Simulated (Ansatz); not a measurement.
The parent structure is CaMg2Bi2 (space group P-3m1, No. 164; a = 4.7347 Å, c = 7.5977 Å).

Perturbation: hole doping at 3.0×10^21 cm⁻³ (0.442 per cell), with a uniform compensating background at fixed cell and a 300 K Fermi–Dirac width.

All numbers come from PBEsol in Ansatz (plane waves to 420 eV, PAW, no spin-orbit coupling).

Base, band edges from the VBM (valence, conduction): K -1.99, 1.46; H -1.27, 1.64; M -1.19, 0.64; L -1.15, 1.13; A -0.62, 1.00; Γ 0.00, 0.52 eV.

Task: Give the band edges at the high-symmetry points of the new zone, measured from its valence-band maximum.

Result: 
```tsv
point	valence edge (eV)	conduction edge (eV)
Γ	0.00	0.59
M	-1.16	0.76
K	-1.94	1.56
A	-0.58	1.09
L	-1.12	1.23
H	-1.23	1.72
```

The gap is 0.59 eV, direct at Γ.

Charged cell with a jellium background: band edges are those of the host's band count, energies are not comparable with the neutral cell, and many-body gap narrowing is missing. Spin-orbit coupling, missing from the scalar runs, can matter with Bi. Stability against distortions was not tested.

Ansatz is a program for electronic structure.
